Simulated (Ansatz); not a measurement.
Input:

```
TiSi2
1.0
    4.80177     0.00000     0.00000
   -2.37247     4.17473     0.00000
    1.21465     2.08737     4.23203
Si Ti
4 2
Direct
  0.66430   0.33570   0.00000
  0.33570   0.66430   0.00000
  0.08570   0.91430   0.50000
  0.41430   0.58570   0.50000
  0.00000   0.00000   0.00000
  0.75000   0.25000   0.50000
```

No spin polarisation.

A single point on TiSi2 with a change (biaxial strain +1.47 %, plane normal [001], relaxed out of plane), its geometry relaxed with PBEsol.

Computed with r2SCAN, PAW, 500 eV (Ansatz, a quantum-chemistry and plane-wave program; scalar-relativistic without spin-orbit coupling), earlier PAW set. k-mesh 13×13×13 (Γ-centred); smearing 0.05 eV (Fermi–Dirac).

Question: Predict the band gap and pressure.

Answer: 
- Band gap = zero
- Pressure = -1.3 GPa

Single points use the geometry relaxed with PBEsol. No phonon test of stability was made. All final runs are without spin polarisation. The cell was made from TiSi₂ (space group Fddd, No. 70) by this change: biaxial strain +1.47 %, plane normal [001], relaxed out of plane.
